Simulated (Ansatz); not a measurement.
Some atoms of an NVE trajectory of composition Si15As, cell Si60As4, held well above this temperature first, at a temperature that wasn't checked against the liquidus, so perhaps supercooled [in the run: it was liquid; mean temperature 1495 K (target 1500 K); density 2.68 g/cm³]; time step 2.0 fs, velocity Verlet. These are PBE (plane waves, PAW; Ansatz, an electronic-structure program) values and carry that method's errors. On the run's last frame a denser k-mesh moved the forces by 0.093 eV/Å rms, the static pressure by 0.10 GPa and the free energy by 12 meV/atom, which is about how far such values are converged.

| atom | mass (u) | x y z (Å) | v (Å/fs) | F (eV/Å) |
|---|---|---|---|---|
| Si14 | 28.085 | 1.76919 5.78797 14.30178 | -0.002350 -0.003461 0.009515 | -0.3217 -0.0627 0.9558 |
| Si23 | 28.085 | 0.04099 -2.44943 8.78713 | 0.000868 0.007455 -0.005843 | -0.9740 -0.4642 -0.8930 |
| Si24 | 28.085 | 6.20587 7.89169 14.50388 | -0.002809 0.006620 0.005274 | -0.0576 0.9910 0.2094 |
| Si40 | 28.085 | 6.64925 10.66518 0.47763 | -0.006166 -0.010326 0.006532 | -0.2011 -0.9312 0.0401 |
| Si50 | 28.085 | 3.65810 8.54694 1.27720 | -0.004501 -0.004190 0.003750 | -0.4530 0.9526 -1.4390 |
| Si54 | 28.085 | -1.69436 -1.67047 4.11699 | -0.006957 0.007446 0.010997 | 0.3119 -0.5782 0.3469 |

**Question.** Give their positions one step later.

**Answer.** x' = x + vΔt + FΔt²/(2m), with 1 eV/(Å·u) = 0.0096485 Å/fs².
```csv
atom,x' y' z' (Å)
Si14,1.76427 5.78101 14.32146
Si23,0.04206 -2.43484 8.77483
Si24,6.20021 7.90561 14.51457
Si40,6.63678 10.64389 0.49072
Si50,3.64879 8.53921 1.28371
Si54,-1.70805 -1.65598 4.13923
```
